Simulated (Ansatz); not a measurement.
Cubic perovskite KCdF3

Computed with r²SCAN (Ansatz, a quantum-chemistry and plane-wave program, plane waves, PAW).

Numerical settings: plane-wave cutoff 560 eV, 8×8×8 k mesh, Fermi–Dirac smearing 0.01 eV, scalar-relativistic PAW data made under PBE.

Cell: relaxed at this level.

| Property | Result |
|---|---|
| volume per atom | 16.87 Å³/atom |
| bulk modulus B0 | 65.7 GPa |
| band gap | 3.84 eV |
| smallest direct gap on the k points sampled | 5.69 eV |
| equilibrium lattice constant a | 4.386 Å |
| pressure derivative B′ of the bulk modulus | 4.8 |

Note: the relaxation could not lower the start's symmetry, so the cell can be a saddle point above a distorted one.

Spin–orbit coupling is not included.

Cost on a shared machine: around 120 core-seconds (rough).
